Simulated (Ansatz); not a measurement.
The starting structures come from a database of crystals and need not be the phases stable at ambient conditions.

 Where the default PAW files enter, the runs use the earlier of Ansatz's two default sets.

Input:

```yaml
crystal:
  lattice:
    - [6.17255, 0.00000, 0.00000]
    - [-3.08628, 5.34559, 0.00000]
    - [3.08628, 1.78186, 5.03987]
  atoms:
    - { symbol: Tl, position: [0.50000, 0.75000, 0.75000] }
    - { symbol: Tl, position: [0.50000, 0.25000, 0.25000] }
    - { symbol: Si, position: [0.00000, 0.00000, 0.00000] }
    - { symbol: F, position: [0.39404, 0.19702, 0.80298] }
    - { symbol: F, position: [0.60596, 0.80298, 0.19702] }
    - { symbol: F, position: [0.00000, 0.19702, 0.80298] }
    - { symbol: F, position: [0.00000, 0.80298, 0.19702] }
    - { symbol: F, position: [0.00000, 0.80298, 0.80298] }
    - { symbol: F, position: [0.00000, 0.19702, 0.19702] }
```

Space group of this cell: Fm-3m. The cell was relaxed by PBE-D3(BJ); by r2SCAN its mean pressure is -3.4 GPa.

Transport runs along the normal of the first two printed cell vectors, the (111) plane of the conventional cell.

The gap is the functional's own. No spin-orbit coupling. Mid-gap values are interpolated on the energy grid.

**Question.** Compute, with r2SCAN run with Ansatz (a first-principles code), the band gap and the smallest decay constant κ at mid-gap.

**Answer.** Gap 5.51 eV on a 8×8×8 mesh; κ = 0.471 1/Å, at the zone centre.
